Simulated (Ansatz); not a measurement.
```yaml
crystal:
  lattice:
    - [3.06402, 0.00000, 0.03493]
    - [-1.53201, 2.65352, -0.01746]
    - [0.03987, 0.00000, 3.49767]
  atoms:
    - { symbol: Mg, position: [0.00000, 0.00000, 0.00000] }
    - { symbol: B, position: [0.66667, 0.33333, 0.50000] }
    - { symbol: B, position: [0.33333, 0.66667, 0.50000] }
```

No spin polarisation.

Computed with PBEsol (Ansatz, a program for electronic structure, PAW, spin-orbit coupling left out). Γ-centred 22×22×17 mesh, Fermi–Dirac width 0.1 eV.

Predict the stress (xx, yy, zz, yz, xz, xy; compression positive).

(0.1, 0.0, 0.1, 0.0, -1.7, 0.0) GPa.

What band gap does the calculation give?

Zero.

Predict the space group.

C2/m (No. 12).

The cells carry an imposed strain or load. Stability against distortions was not tested. The final runs are not spin-polarised. The cell was made from MgB2 (space group P6/mmm, No. 191) by this change: tensor shear ε_xz = +1.14 %.
